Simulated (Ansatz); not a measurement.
# MoS2 under a change: biaxial strain −0.24 %, plane normal [001], relaxed out of plane

The parent structure is MoS$_{2}$ in the 2H-MoS2 type structure (space group P6_3/mmc, No. 194; a = 3.173 Å, c = 12.437 Å; layered, stacked along the Cartesian z axis). Axes: x lies along a and z along c of the hexagonal cell.

Modification: compressive biaxial strain of 0.24 % in the plane normal to [001], as in epitaxy on a mismatched substrate; the out-of-plane cell vector and the atoms relax.

Computed with r2SCAN+rVV10 (Ansatz, a first-principles code, PAW, no SOC), earlier PAW set. k-mesh 12×12×3 (Γ-centred); smearing 0.05 eV (Fermi–Dirac).

```tsv
quantity	base	changed	shift
volume per atom	18.08 Å³	18.01 Å³	-0.07 Å³
shortest interatomic distance	2.404 Å	2.402 Å	-0.002 Å
pressure (mean of the normal stresses, compression positive)	0.0 kbar	4.7 kbar	+4.7 kbar
band gap	1.01 eV	1.02 eV	+0.01 eV
gap character	indirect, Γ → K–Γ (47 % along)	indirect, Γ → K–Γ (47 % along)	–
smallest direct gap	1.74 eV	1.77 eV	+0.03 eV
width of the top valence band	1.68 eV	1.67 eV	-0.01 eV
valence-band top at Γ (three highest levels, from the VBM)	0.00, -1.13, -1.36 eV	0.00, -1.15, -1.37 eV	–
out-of-plane strain	–	+0.10 %	–
mean in-plane stress (compression positive)	–	+0.7 GPa	–
```

Whether these cells are dynamically stable was not tested.
